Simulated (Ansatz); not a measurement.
# MoSi2: response to strain

The parent structure is MoSi₂ (space group I4/mmm, No. 139; relaxed with 0.1 eV smearing).

```
CELL_PARAMETERS angstrom
     -1.58700     1.58700     3.88936
      1.58700    -1.58700     3.88936
      1.58700     1.58700    -3.88936
ATOMIC_POSITIONS crystal
  Si 0.66479 0.66479 0.00000
  Si 0.33521 0.33521 0.00000
  Mo 0.00000 0.00000 0.00000
```

Cartesian axes are those of the cell as printed.

Strains are applied to the cell and any free atomic positions relax.

Calculations: LDA (Ansatz, a quantum-chemistry and plane-wave program; PAW; 420 eV plane waves; no SOC).

Notes on the quantities. energy relative to the base: free energy F; pressure: mean of the normal stresses, compression positive.

```json
[
 {"case": "base", "energy relative to the base": "0 meV/atom", "shortest interatomic distance": "2.564 Å", "pressure": "0.0 GPa"},
 {"case": "uniaxial strain ε_zz = −3.00 %", "energy relative to the base": "…", "shortest interatomic distance": "…", "pressure": "…"},
 {"case": "uniaxial strain ε_zz = −2.50 %", "energy relative to the base": "+15 meV/atom", "shortest interatomic distance": "2.507 Å", "pressure": "6.8 GPa"},
 {"case": "uniaxial strain ε_zz = −2.00 %", "energy relative to the base": "+9.2 meV/atom", "shortest interatomic distance": "2.518 Å", "pressure": "5.3 GPa"},
 {"case": "uniaxial strain ε_zz = −1.50 %", "energy relative to the base": "+5.1 meV/atom", "shortest interatomic distance": "2.530 Å", "pressure": "3.9 GPa"},
 {"case": "uniaxial strain ε_zz = −0.50 %", "energy relative to the base": "+0.5 meV/atom", "shortest interatomic distance": "2.552 Å", "pressure": "1.2 GPa"},
 {"case": "uniaxial strain ε_zz = +0.50 %", "energy relative to the base": "+0.5 meV/atom", "shortest interatomic distance": "2.575 Å", "pressure": "-1.2 GPa"},
 {"case": "uniaxial strain ε_zz = +1.50 %", "energy relative to the base": "+4.7 meV/atom", "shortest interatomic distance": "2.593 Å", "pressure": "-3.4 GPa"},
 {"case": "uniaxial strain ε_zz = +2.50 %", "energy relative to the base": "+13 meV/atom", "shortest interatomic distance": "2.598 Å", "pressure": "-5.5 GPa"},
 {"case": "uniaxial strain ε_zz = +3.00 %", "energy relative to the base": "+18 meV/atom", "shortest interatomic distance": "2.600 Å", "pressure": "-6.5 GPa"}
]
```

Task: Some entries are withheld; estimate them.

Result: 
- uniaxial strain ε_zz = −3.00 %, energy relative to the base: +21 meV/atom
- uniaxial strain ε_zz = −3.00 %, shortest interatomic distance: 2.495 Å
- uniaxial strain ε_zz = −3.00 %, pressure: 8.3 GPa

Stability against distortions was not tested. All final runs are without spin polarisation.
